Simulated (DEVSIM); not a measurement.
Device: Au/HfO2/n-Si capacitor, at 400 K.

| layer (left to right) | material | thickness (nm) | Nd (cm⁻³) |
|---|---|---|---|
| 1 | HfO2 | 8.30 | - |
| 2 | Si | 2100 | 7.3e16 |

Metal gate on the left, work function 5.1 eV. Fixed charge at the semiconductor interface 0 cm⁻² (in units of +e); interface traps 3.2e10 cm⁻² eV⁻¹, uniform in energy, neutral level at 0.7 of the gap above the valence band.

Constants are typed, rounded textbook-type inputs, not results; the design itself was drawn at random and stands for no fabricated device. Values at 300 K; Nc and Nv go as T^1.5, mobilities as T to minus their exponent, the gap by Varshni's rule with the affinity fixed.

```tsv
parameter	HfO2	Si
gap (eV)	5.7	1.124
affinity (eV)	2.5	4.05
permittivity	22	11.7
Nc (cm⁻³)	-	2.86e19
Nv (cm⁻³)	-	3.1e19
Varshni α (eV/K)	-	0.000473
Varshni β (K)	-	636
```

Simulated with DEVSIM: 1D Poisson equation in equilibrium, Boltzmann statistics, complete ionisation; no quantum confinement or tunnelling. Metal contacts follow the ideal Schottky-Mott rule: no Fermi-level pinning, no interface dipoles.

The interface trap density was swept, all else fixed.

```csv
interface trap density (cm^-2 eV^-1),flat-band voltage (V),minimum of the low-frequency capacitance (μF/cm²),threshold voltage (band bending 2φF) (V)
0,0.83,0.111,0.12
1e10,0.83,0.113,0.12
3.2e10,0.83,0.116,0.12
1e11,0.83,0.126,0.12
3e11,0.83,0.153,0.11
1e12,0.84,0.245,0.09
2e12,0.84,?,?
```

**Question.** Complete the blanks.

**Answer.** 
- 2e12, minimum of the low-frequency capacitance (μF/cm²): 0.366
- 2e12, threshold voltage (band bending 2φF) (V): 0.05
